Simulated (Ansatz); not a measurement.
# Short convergence ladders for TiZn3 (P4mm, 4 atoms in the cell)

```
TiZn3
1.0
    3.86919     0.00000     0.00000
    0.00000     3.86919     0.00000
    0.00000     0.00000     3.86919
Ti Zn
1 3
Cartesian
  0.00000   0.00000   0.05000
  0.00000   1.93459   1.93459
  1.93459   0.00000   1.93459
  1.93459   1.93459   0.00000
```

Base method: LDA (PW92), default PAW files made with PBE (plane waves; Ansatz, a quantum-chemistry and plane-wave program).

Base settings: basis.ecutwfc = 420 eV; kpoints.mp_grid.grid = 7 7 7; hamiltonian.xc = lda; hamiltonian.pseudopotentials = {kind: paw} (the program's default PAW files); scf.occupations.method = fermi_dirac; scf.occupations.width = 0.1 eV.

The count of work is k-points × plane waves × bands × iterations; it is no time. 

**The cutoff for other potential files**

Level: DFT, LDA (PW92), plane waves, harder PAW files (source: ansatz) made with PBE.

In this ladder: hamiltonian.pseudopotentials = {kind: paw, source: ansatz}.

The second cell is the first with its lattice scaled by 0.98.

The mesh stays at the base's, so the ladder's end is converged at best in this setting alone.

The first pressure column holds Ansatz's estimate of the finite-basis (Pulay) stress, which hides part of the cutoff error; the other is without it.

Only quantities that move along the ladder and can be compared are tabulated.

| basis.ecutwfc | free energy less the last step's (meV/atom) | energy of the compressed cell less the first (meV/atom) | pressure (GPa) | pressure without the Pulay estimate (GPa) | largest difference of a force vector from the last step's (eV/Å) | count of work / last |
|---|---|---|---|---|---|---|
| 335 eV | 8304.33 | -95.98 | -5.12 | -521.94 | 0.091 | 0.11 |
| 405 eV | 1333.92 | 2.20 | -3.41 | -111.91 | 0.033 | 0.14 |
| 520 eV | 48.37 | -11.21 | -5.41 | -11.15 | 0.002 | 0.21 |
| 630 eV | 2.36 | -11.22 | -5.43 | -5.61 | 0.000 | 0.28 |
| 740 eV | 1.14 | -11.25 | -5.44 | -5.45 | 0.000 | 0.35 |
| 890 eV | 0.67 | -11.25 | -5.44 | -5.46 | 0.000 | 0.46 |
| 1110 eV | 0.12 | -11.25 | -5.44 | -5.45 | 0.000 | 0.66 |
| 1480 eV | 0.00 | -11.26 | -5.44 | -5.44 | 0.000 | 1.0 |

Coarsest basis.ecutwfc that holds the forces within 0.01 eV/Å of the last step, with all finer ones: 520 eV, at 0.21 of the last step's count of work; the step before is off by 0.033 eV/Å.

Coarsest basis.ecutwfc that holds the energy of the compressed cell less the first within 0.2 meV/atom of the last step, with all finer ones: 520 eV, at 0.21 of the last step's count of work; the step before is off by 13 meV/atom.

Coarsest basis.ecutwfc that holds the free energy within 1 meV/atom of the last step, with all finer ones: 890 eV; the step before is off by 1.1 meV/atom.

The energy difference between the two cells stays within 1 meV/atom of the last step's from 520 eV on, the total only from 890 eV on: much of the error is common to both cells and cancels.

At the lowest cutoff the pressure without the Pulay estimate lies 516 GPa under the last step's, the usual sign of Pulay stress in an incomplete plane-wave basis.

**The density cutoff**

The second cell is the first with its lattice scaled by 0.98.

The mesh stays at the base's, so the ladder's end is converged at best in this setting alone.

Only quantities that move along the ladder and can be compared are tabulated.

```tsv
basis.ecutrho_ratio	free energy less the last step's (meV/atom)	energy of the compressed cell less the first (meV/atom)	pressure (GPa)
2	-9.12	-12.15	-4.81
3	-0.14	-11.20	-5.41
4	0.00	-11.22	-5.43
5	0.00	-11.22	-5.43
6	0.00	-11.22	-5.43
8	0.00	-11.22	-5.43
10	0.00	-11.22	-5.43
12	0.00	-11.22	-5.43
16	0.00	-11.22	-5.43
```

Coarsest basis.ecutrho_ratio that holds the energy of the compressed cell less the first within 0.2 meV/atom of the last step, with all finer ones: 3; the step before is off by 0.93 meV/atom.

Coarsest basis.ecutrho_ratio that holds the pressure within 0.5 GPa of the last step, with all finer ones: 3; the step before is off by 0.62 GPa.

Coarsest basis.ecutrho_ratio that holds the free energy within 1 meV/atom of the last step, with all finer ones: 3; the step before is off by 9.1 meV/atom.

The energy difference between the two cells stays within 1 meV/atom of the last step's from 2 on, the total only from 3 on: much of the error is common to both cells and cancels.

**The relaxed cell against the cutoff**

On TiZn₃ (Pm-3m, 4 atoms in the cell): atoms on their sites.

In this ladder: relax = cell and atoms.

The mesh stays at the base's, so the ladder's end is converged at best in this setting alone.

Only quantities that move along the ladder and can be compared are tabulated.

```csv
basis.ecutwfc,relaxed volume (Å³/atom),relaxation steps
250 eV,14.501,8
295 eV,13.869,15
355 eV,13.797,6
420 eV,13.790,3
505 eV,13.789,3
630 eV,13.788,3
840 eV,13.788,3
```

Coarsest basis.ecutwfc that holds the relaxed volume within 0.014 Å³/atom of the last step, with all finer ones: 355 eV; the step before is off by 0.080 Å³/atom.

At the lowest cutoff the cell relaxes to a volume 5.2 % larger than at the highest. Ansatz relaxes on a stress corrected for the finite basis.

On the base run: the starting cell comes from a database of computed structures (which also holds hypothetical and non-ambient phases and stackings), without a prior relaxation at this level. Its lattice was rescaled by up to half a per cent. One atom was moved a little off its site on purpose. Spin polarisation is off.

Left out of this page: 1 run of the series failed or unconverged.

Keys are those of Ansatz 0.2.
